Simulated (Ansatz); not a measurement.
Competing hops of Pt-vacancy pair in bcc W, neutral cell

System: Pt-vacancy pair (Pt on one host W site, one W site vacant) in bcc W (neutral cell). Calculation: PBE, PAW (plane waves to 420 eV; Ansatz, a quantum-chemistry and plane-wave program).

Settings: 36 host sites, the relaxed PBE lattice, a 2×2×3 k-point mesh shifted by half a step, smearing 0.10 eV, spin-restricted, no image-charge correction. Energies are static. Spin-orbit coupling is left out. Forms of the defect that were not tried may lie lower.

Barriers: single points on a 3×3×5 k-point mesh shifted by half a step at the bands' geometries (they differ from the bands' own by up to 0.05 eV, and are uncertain by about as much).

```
Route                                                                                                  Start site over the lowest site run (eV)  Hop (Å)  Forward barrier (eV)  Backward barrier (eV)                                                                Neighbours at the start                              Neighbours at the saddle                        Saddle order  Forward, on the band's own sampling (eV)
-----------------------------------------------------------------------------------------------------  ----------------------------------------  -------  --------------------  ---------------------  -------------------------------------------------------------------------------------  ----------------------------------------------------  ----------------------------------  ----------------------------------------
the Pt atom itself jumps into the vacancy (Pt-vacancy distance between ideal sites 2.76 Å throughout)                                      0.00     2.36                  0.86                   0.86  2 W at 2.73, W at 2.76, 3 W at 2.83, W at 2.93, 3 W at 3.03, 2 W at 3.29, W at 3.34 Å  4 W at 2.69, 2 W at 2.71, 3 W at 3.39, 3 W at 3.40 Å  not checked, on a symmetry element                                      0.81
```

Paths come from nudged elastic bands with a climbing image.  A band can be held on a symmetry element, so unchecked saddle points there may be too high.
